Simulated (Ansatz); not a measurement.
Consider the energy of the reaction as written. Reaction: 1/2 cell B + 1/2 F2 (gas) → cell A. A negative value means that the right-hand side lies lower.

Cell A: a slab of Ru (hcp, P6₃/mmc) cut along (0001), 9 atoms, hexagonal cell of 2.72 Å (6.4 Å²), symmetry P-6m2 within 0.02 Å, 15.9 Å thick under 15 Å of vacuum, in-plane vectors held at the crystal's; planes from bottom to top: F | Ru × 7 | F; added, foreign or displaced atoms, above the top plane and below the bottom plane: two times F bound to 3 Ru at 2.22 Å; spin state with PBE: run without spin, k-point mesh 20×20×1.
```xyz
9
Lattice="2.7219 0.0000 0.0000 1.3610 2.3573 0.0000 0.0000 0.0000 31.2089" Properties=species:S:1:pos:R:3 pbc="T T T"
Ru     0.0000     0.0000     9.2232
Ru     2.7219     1.5715    11.2805
Ru     0.0000     0.0000    13.4640
Ru     2.7219     1.5715    15.6045
Ru     0.0000     0.0000    17.7449
Ru     2.7219     1.5715    19.9284
Ru     0.0000     0.0000    21.9857
F      1.3610     0.7858    23.5549
F      1.3610     0.7858     7.6540
```

Cell B: a slab of Ru (hcp, P6₃/mmc) cut along (0001), 16 atoms, oblique cell of 5.44 × 2.72 Å (12.8 Å²), symmetry Pmm2 within 0.02 Å, 16.1 Å thick under 15 Å of vacuum, in-plane vectors held at the crystal's; planes from bottom to top: F | Ru2 × 7 | F; added, foreign or displaced atoms, above the top plane and below the bottom plane: two times F bound to 1 Ru at 2.09 Å; spin state with PBE: run without spin, k-point mesh 10×20×1.
```
CELL_PARAMETERS angstrom
      5.44387     0.00000     0.00000
      1.36097     2.35727     0.00000
      0.00000     0.00000    31.20890
ATOMIC_POSITIONS crystal
  Ru 0.99538 0.00462 0.29637
  Ru 0.47993 0.02007 0.29619
  Ru 0.82686 0.67314 0.36109
  Ru 0.32900 0.67100 0.36237
  Ru 0.99346 0.00654 0.43106
  Ru 0.49710 0.00290 0.43114
  Ru 0.83028 0.66972 0.50000
  Ru 0.32878 0.67122 0.50000
  Ru 0.99346 0.00654 0.56894
  Ru 0.49710 0.00290 0.56886
  Ru 0.82686 0.67314 0.63891
  Ru 0.32900 0.67100 0.63763
  Ru 0.99538 0.00462 0.70363
  Ru 0.47993 0.02007 0.70381
  F  0.21540 0.28460 0.75745
  F  0.21540 0.28460 0.24255
```

Reference: an isolated F2 molecule (singlet) in a box of 11 × 11 × 13 Å.

Plane-wave PAW calculations with Ansatz (an electronic-structure program), its default PAW set, cutoff 420 eV, 500 eV for r2SCAN. The structures are at rest with PBE, within the held lattices; other levels are single points on them. Neutral cells; Fermi-Dirac smearing of at most 0.10 eV in the solids, energies taken to zero width. The lattices are those relaxed with PBE, so at other levels the solids can be strained, which adds to the spread. A dispersion term (D3(BJ), or D4 for r2SCAN) was computed beside these levels and is taken off wherever the name lacks it. Nuclei at rest; no vibrational terms. Cells are local rest points, mostly with their start's symmetry. No Hubbard U is applied. No correction for cell size. Cell A has symmetry P-6m2 within 0.02 Å and got no random move, so less symmetric positions, which may lie lower, weren't tried. Cell B has symmetry Pmm2 within 0.02 Å and got no random move, so less symmetric positions, which may lie lower, weren't tried.

Problem. Give the value at the level PBE.

Solution. -2.07 eV, for 1/2 cell B + 1/2 F2 (gas) → cell A.

Problem. List the value at the remaining levels and say how far they part.

Solution. 
```
Method  value (eV)  less PBE
------  ----------  --------
r2SCAN       -2.42     -0.35
```

The levels shown span 0.35 eV, from r2SCAN (-2.42) to PBE (-2.07).
